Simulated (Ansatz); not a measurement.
**Fermi-surface data of ScAl3 under load (space group Cmmm)**

Data:

```
CELL_PARAMETERS angstrom
      4.08211     0.01509     0.00000
      0.01509     4.08211     0.00000
      0.00000     0.00000     4.06703
ATOMIC_POSITIONS crystal
  Sc 0.00000 0.00000 0.00000
  Al 0.50000 0.00000 0.50000
  Al 0.00000 0.50000 0.50000
  Al 0.50000 0.50000 0.00000
```

These are PBEsol, rigid bands (plane waves, PAW, scalar-relativistic; Ansatz, a program for electronic structure) values and carry that method's errors. Condition of this run: uniaxial stress along [110] of -1 GPa (compression positive) (the target of the relaxation). Geometry: cell and atoms relaxed with PBEsol, then loaded as said.

The density of states at the Fermi level comes out as 1.25 states/(eV·cell), both spins and the bare Sommerfeld coefficient is 0.74 mJ/(mol of atoms·K²). The drude plasma energy is 5.8 eV, the root-mean-square Fermi velocity is 8.3e5 m/s and the resistivity times τ comes out as 14.8 ×10⁻²² Ω·m·s.

A metal at this level (no band gap); rigid bands, thermally averaged at 300 K, both spins. Spin-orbit coupling is left out. τ is one relaxation time for all states.

Computed structure with no diffraction record at hand here (it may be known, metastable or hypothetical): ScAl3 under load (space group Cmmm).
